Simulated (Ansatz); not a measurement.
We consider AlCl3 (C2/m, No. 12), described by G0W0@PBEsol (Ansatz, a program for electronic structure, plane waves, hard PAW, contour deformation).

The cell has the measured lattice parameters. Conventional cell: a = 5.9140 Å, b = 10.2340 Å, c = 6.1480 Å, α = 90.00°, β = 108.25°, γ = 90.00°.

The quasiparticle gap at Γ at a fixed k mesh 2×2×2:

```csv
response cutoff,value (eV)
"105 eV, 793 empty bands",8.086
"140 eV, 1221 empty bands",8.138
"175 eV, 1706 empty bands",8.172
"210 eV, 2243 empty bands",8.196
```

Question: Taking the value to converge with the response cutoff E as E^(−3/2), extrapolate from the last two rows.

Answer: With y = y∞ + c/w and weights w = 2315 and 3043 for the last two rows, y∞ = (w2 y2 − w1 y1)/(w2 − w1) = (3043 × 8.196 − 2315 × 8.172)/728 = 8.272 eV, which lies 0.076 beyond the last row. Successive pairs of rows give 8.234, 8.258, 8.272. The limit also hangs on the law assumed, so its last digits aren't firm.

The other settings are not extrapolated, so this is the limit in one setting alone.

The smallest gap on this mesh is 7.93 eV, away from Γ.
